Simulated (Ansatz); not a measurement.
Consider La-vacancy pair (La on one host Zr site, one O site vacant) in monoclinic ZrO2, charge state +1. Method: PBE, PAW (plane waves to 420 eV; Ansatz, a first-principles code).

Cell of 96 host sites held at the relaxed PBE lattice; the Γ point alone; Fermi-Dirac width 0.01 eV, spin-restricted; finite-size errors left in. Energies are static. Spin-orbit coupling is left out. The charge state is imposed; whether it is stable for some Fermi level was not computed. Forms of the defect that were not tried may lie lower. The start lies 0.33 eV above the lowest site run (PBE).

Barriers: single points on a 2×2×2 k-point mesh shifted by half a step at the bands' geometries.

The step: one O atom jumps into the vacancy from a nearby O site (La-vacancy distance between ideal sites 2.06 → 4.59 Å); the atom moves 1.90 Å along (0.12, 0.25, -0.21) of the unit cell; the moving atom starts with neighbours O at 2.62, O at 2.70; Zr at 2.09, Zr at 2.14, Zr at 2.17 Å and ends with La at 2.46; Zr at 1.97, Zr at 2.04 Å.

Problem. Estimate the migration barrier of this step that PBE, PAW returns for this input.

Solution. 0.45 eV forward and 0.54 eV backward. At the saddle the moving atom has neighbours 2 Zr at 1.94 Å. The program found a first-order saddle point.
